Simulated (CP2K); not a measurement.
A user runs CP2K on CuAgO2 (P-1, 4 atoms in the cell) and asks whether the run is sound. The aim is a self-consistent single point with DFT PBEsol, GPW, DZVP-MOLOPT-SR-GTH basis, GTH-PBE potentials (GTH_POTENTIALS).

Cell that was meant: a = 2.9322 Å, b = 3.9101 Å, c = 4.4862 Å, α = 73.89°, β = 71.42°, γ = 71.78°.

Part of the input:

```
    &END MGRID
    &SCF
      SCF_GUESS ATOMIC
      EPS_SCF 0.01
      MAX_SCF 100
      ADDED_MOS 7
      &DIAGONALIZATION
```

Output, abridged:

```
 GLOBAL| Method name                                                        CP2K
   [... lines left out ...]
                           34                34.000                        1.000

 Number of electrons:                                                         34
 Number of occupied orbitals:                                                 17
 Number of molecular orbitals:                                                24

 Number of orbital functions:                                                 76
 Number of independent orbital functions:                                     76
 SCF WAVEFUNCTION OPTIMIZATION

  Step     Update method      Time    Convergence         Total energy    Change
     1 NoMix/Diag. 0.40E+00      -     2.15675398      -116.8920461066 -1.17E+02
     2 Broy./Diag. 0.40E+00      -     0.84939252      -116.6061397233  2.86E-01
     3 Broy./Diag. 0.40E+00      -     0.28182591      -117.5613432909 -9.55E-01
     4 Broy./Diag. 0.40E+00      -     0.19616772      -117.0091380685  5.52E-01
     5 Broy./Diag. 0.40E+00      -     0.08130682      -116.8400906091  1.69E-01
     6 Broy./Diag. 0.40E+00      -     0.05184120      -116.8480813729 -7.99E-03
     7 Broy./Diag. 0.40E+00      -     0.02163092      -116.8402422490  7.84E-03
     8 Broy./Diag. 0.40E+00      -     0.00290762      -116.8251191817  1.51E-02
  *** SCF run converged in     8 steps ***

  Overlap energy of the core charge distribution:               0.00000006732234
  Self energy of the core charge distribution:               -207.33846773331450
  Core Hamiltonian energy:                                     65.33579627928789
  Hartree energy:                                              45.33838987543511
  Exchange-correlation energy:                                -20.16081904864969
  Smearing free energy correction:                             -0.00001911791001
  Fermi energy:                                                 0.20048284465176

  Total energy:                                              -116.82511918174036

                     Mulliken Population Analysis

   [... lines left out ...]
 STRESS|                        x                   y                   z
 STRESS|      x       -5.19011910533E+04   4.68198022804E+02  -1.35629644246E+04
 STRESS|      y        4.68198022804E+02  -1.97726101845E+04   4.00375741709E+03
 STRESS|      z       -1.35629644246E+04   4.00375741709E+03   6.26241680787E+04
 STRESS| 1/3 Trace                                            -3.01654438637E+03
```

**Question.** Is anything amiss in this input, and did it matter?

**Answer.** The results can be used. The input holds a convergence threshold that is too loose, which can do harm: a loop that stops early leaves an energy error of second order in the density error, but errors of first order in forces and stress. Here it did none. The run converged in 8 iterations, and against the sound input the free energy is nearly the same (within 1 meV/atom), the pressure moves little (-0.34 to -0.30 GPa) and the largest force hardly changes (0.226 to 0.230 eV/Å).

An input that runs soundly differs in these lines (not the only fix; some lines may just follow from the change or write a value another way):
```diff
-      EPS_SCF 0.01
+      EPS_SCF 1E-6
```

With that input, the run converged in 15 iterations: free energy E − TS -3178.9722 eV; Fermi level (on the code's own zero) 5.46 eV; pressure -0.34 GPa; largest force (vector length) 0.226 eV/Å (DFT PBEsol, GPW, DZVP-MOLOPT-SR-GTH basis, GTH-PBE potentials (GTH_POTENTIALS)).

On the sound input: the starting cell comes from a database of computed structures (which also holds hypothetical and non-ambient phases and stackings), without a prior relaxation at this level. Spin polarisation is off, so a magnetic state, if there is one, cannot be reached. Values carry the incompleteness of an atom-centred basis. The potentials were made for another functional than the one used. The run gives no clean gap (levels at the Fermi energy touch, overlap or are partly filled at this smearing), which alone does not show that the compound is a metal. Without a gap this mesh is coarse (it stands for a supercell whose shortest vector is 16 Å).
